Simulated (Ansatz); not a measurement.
## RhSi: response to strain

Base system: RhSi (space group Pnma, No. 62; a cell from a computed database, its experimental status unchecked).

```yaml
crystal:
  lattice:
    - [5.53719, 0.00000, 0.00000]
    - [0.00000, 3.06103, 0.00000]
    - [0.00000, 0.00000, 6.36902]
  atoms:
    - { symbol: Si, position: [0.18502, 0.25000, 0.44389] }
    - { symbol: Si, position: [0.81498, 0.75000, 0.55611] }
    - { symbol: Si, position: [0.31498, 0.75000, 0.94389] }
    - { symbol: Si, position: [0.68502, 0.25000, 0.05611] }
    - { symbol: Rh, position: [0.00310, 0.25000, 0.79812] }
    - { symbol: Rh, position: [0.99690, 0.75000, 0.20188] }
    - { symbol: Rh, position: [0.49690, 0.75000, 0.29812] }
    - { symbol: Rh, position: [0.50310, 0.25000, 0.70188] }
```

Cartesian axes are those of the cell as printed.

Strains are applied to the cell and any free atomic positions relax; under biaxial strain the out-of-plane vector relaxes too.

Method: DFT with PBEsol, PAW potentials and a 420 eV plane-wave cutoff in Ansatz (a quantum-chemistry and plane-wave program), no spin-orbit coupling.

Notes on the quantities. pressure: mean of the normal stresses, compression positive.

```json
[
 {"variant": "base", "pressure": "0.0 GPa", "shortest interatomic distance": "2.409 Å", "space group": "Pnma (No. 62)"},
 {"variant": "biaxial strain −4.56 %, plane normal [001], relaxed out of plane", "pressure": "11.5 GPa", "shortest interatomic distance": "2.366 Å", "space group": "Pnma (No. 62)"},
 {"variant": "biaxial strain −4.55 %, plane normal [001], relaxed out of plane", "pressure": "11.5 GPa", "shortest interatomic distance": "2.366 Å", "space group": "Pnma (No. 62)"},
 {"variant": "isotropic strain −4.14 %", "pressure": "(withheld)", "shortest interatomic distance": "2.320 Å", "space group": "Pnma (No. 62)"},
 {"variant": "isotropic strain −3.00 %", "pressure": "(withheld)", "shortest interatomic distance": "2.345 Å", "space group": "Pnma (No. 62)"},
 {"variant": "isotropic strain −0.29 %", "pressure": "2.0 GPa", "shortest interatomic distance": "2.402 Å", "space group": "Pnma (No. 62)"},
 {"variant": "tensor shear ε_yz = +0.71 %", "pressure": "0.0 GPa", "shortest interatomic distance": "(withheld)", "space group": "P2_1/c (No. 14)"},
 {"variant": "tensor shear ε_xy = +3.93 %", "pressure": "(withheld)", "shortest interatomic distance": "2.373 Å", "space group": "P2_1/c (No. 14)"}
]
```

Task: What belongs in the blanks?

Result: 
- isotropic strain −4.14 %, pressure: 38.2 GPa
- isotropic strain −3.00 %, pressure: 25.3 GPa
- tensor shear ε_yz = +0.71 %, shortest interatomic distance: 2.403 Å
- tensor shear ε_xy = +3.93 %, pressure: 1.2 GPa

Whether these cells are dynamically stable was not tested. The final runs are not spin-polarised.
